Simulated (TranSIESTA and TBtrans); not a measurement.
Run with TranSIESTA and TBtrans (open boundaries, self-consistent; PseudoDojo norm-conserving potentials, scalar-relativistic): Spin polarized, PAO.BasisSize DZP, PAO.EnergyShift 0.15 eV, XC.Authors PBE, Mesh.Cutoff 200 Ry, ElectronicTemperature 300 K, TS.Voltage 0.0 eV, TBT.Elecs.Eta 0.001 eV.

Device: Al chain with one O atom inserted. Leads: straight Al chain, spacing 2.328 Å. Geometry: 3 atoms about the centre moved by SIESTA (PBE, DZP) to a largest force of 0.02 eV/Å, all others as built, motion along the axis alone.

Q: Predict: conductance at 300 K (G0 = 2e²/h); mean T from −0.5 to 0.5 eV.

A: conductance at 300 K (G0 = 2e²/h): 0.46; mean T from −0.5 to 0.5 eV: 0.32. Moments were seeded on the central atoms alone, and one start was tried. The straight chain is held at its spacing; free chains may zigzag or dimerise.
